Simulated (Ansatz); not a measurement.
The parent structure is AlRu in the CsCl type structure (space group Pm-3m, No. 221; a = 3.004 Å).

Method: PBE in Ansatz (plane waves to 420 eV, PAW, without spin-orbit coupling).

For the base:

```
Quantity              Result
-------------------  -------
Lattice parameter a  3.004 Å
```

One thing is altered: a hydrostatic pressure of 7.5 GPa.

Q: What happens to the lattice parameter a?

A: The lattice parameter a decreases by 0.034 Å to 2.970 Å.

Load acts through the strain it causes; cell and atoms are relaxed under it. Stability against distortions was not tested. Competing high-pressure phases were not computed. The final runs are not spin-polarised.

Ansatz is a first-principles code.
